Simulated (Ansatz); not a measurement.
The reference is CdS in the wurtzite structure (space group P6_3mc, No. 186; a = 4.196 Å, c = 6.830 Å). Axes: x lies along a and z along c of the hexagonal cell.

Perturbation: compressive biaxial strain of 2.85 % in the plane normal to [001], as in epitaxy on a mismatched substrate; the out-of-plane cell vector and the atoms relax.

Levels (all Ansatz, an electronic-structure program, PAW): PBE (420 eV, no spin-orbit coupling); r2SCAN (500 eV, no spin-orbit coupling); HSE06 (420 eV, spin-orbit coupling left out); PBE+SOC (420 eV, spin-orbit coupling included).

One geometry, relaxed with PBE, under each level:

The valence-band top lists the three highest levels at Γ (Kramers pairs under SOC), from the VBM.

```csv
level,band gap,lowest conduction level above the VBM at special points,valence-band top at Γ,electron mass,hole mass,pressure
PBE,1.06 eV,Γ 1.06 eV; A 2.87 eV; L 3.27 eV; M 3.54 eV,"0.00, 0.00, -0.25 eV","0.11 mₑ out of plane, 0.13 mₑ in plane (at Γ)",–,1.79 GPa
r2SCAN,1.51 eV,Γ 1.51 eV; A 3.33 eV; L 3.67 eV; M 4.01 eV,–,"0.14 mₑ out of plane, 0.17 mₑ in plane (at Γ)",–,0.39 GPa
HSE06,(withheld),(withheld),–,–,–,–
PBE+SOC,1.04 eV,Γ 1.04 eV; A 2.85 eV; L 3.25 eV; M 3.52 eV,"0.00, -0.03, -0.27 eV","0.11 mₑ out of plane, 0.13 mₑ in plane (at Γ)","1.7 mₑ out of plane, 0.24 mₑ in plane (at Γ)",1.73 GPa
```

Q: Give the withheld HSE06 results.

A: 
- HSE06, band gap: 2.07 eV
- HSE06, lowest conduction level above the VBM at special points: Γ 2.07 eV; A 3.94 eV; L 4.30 eV

Single points use the geometry relaxed with PBE. Their cutoffs differ, which shifts pressures a little. The spin-orbit shifts are approximate. Masses are band curvatures over ±0.01 Å⁻¹ around the edge. No phonon test of stability was made.
